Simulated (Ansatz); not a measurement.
C on the 1x1 (111) surface of fcc Cu, one in a 2x1 cell, energies for each (11.4 Å²). Energies are against an atom of graphite, without zero-point or thermal terms; each row is named by its start.

Method: PBE (plane waves to 420 eV, PAW; Ansatz, a program for electronic structure).

Set-up: 9 atoms, 6.2 Å thick at the start under the adsorbate (thin: gaps and levels are the slab's own); mesh 6x12x1; 0.1 eV smearing; dipole correction on; 4 atoms held, the rest relaxed; each run with such symmetry as its start has; spin-polarised, no spin-orbit, no U, no dispersion correction.

A negative adsorption energy means that the adsorbate is more stable on the surface than in its reference. Heights count from the host atoms within 0.3 Å of the top one.

| starting site | E_ads (eV) | height (Å) | nearest host atom (Å) | bonded to | Δ work function (eV) | lateral drift (Å) | moment (μB) |
|---|---|---|---|---|---|---|---|
| top Cu | 3.56 | 1.12 | Cu 1.85 | 3 Cu | 1.40 | 1.4 | 0.0 |
| hollow Cu-Cu-Cu over Cu at depth 2.1 Å | 3.61 | 1.13 | Cu 1.85 | 3 Cu | 1.41 | 0.1 | 0.0 |
| hollow Cu-Cu-Cu over Cu at depth 4.1 Å | 3.56 | 1.12 | Cu 1.85 | 3 Cu | 1.39 | 0.1 | 0.0 |
| bridge Cu-Cu (span 2.6 Å) | 3.56 | 1.12 | Cu 1.85 | 3 Cu | 1.40 | 0.8 | 0.0 |
